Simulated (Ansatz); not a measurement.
Here is the system:

```
GaN
1.0
    3.05739     0.00000     0.00000
    1.52870     2.64778     0.00000
    0.00000     0.00000     5.28276
Ga N
2 2
Direct
  0.66667   0.66667   0.99569
  0.33333   0.33333   0.49569
  0.66667   0.66667   0.62951
  0.33333   0.33333   0.12951
```

No spin polarisation.

Method: Ansatz (a program for electronic structure) r2SCAN, no spin-orbit coupling. Settings: 12×12×7 k-points, 0.05 eV Fermi–Dirac smearing.

Task: Predict the electron mass.

Result: 0.16 mₑ out of plane, 0.22 mₑ in plane (at Γ).

Task: Estimate the mean in-plane stress (compression positive).

Result: +20.5 GPa.

Task: What is the computed band gap?

Result: 2.42 eV.

The cells carry an imposed strain or load. Effective masses come from finite differences of ±0.01 Å⁻¹. Whether these cells are dynamically stable was not tested. The cell was made from GaN in the wurtzite structure (space group P6_3mc, No. 186) by this change: biaxial strain −3.95 %, plane normal [001], relaxed out of plane.
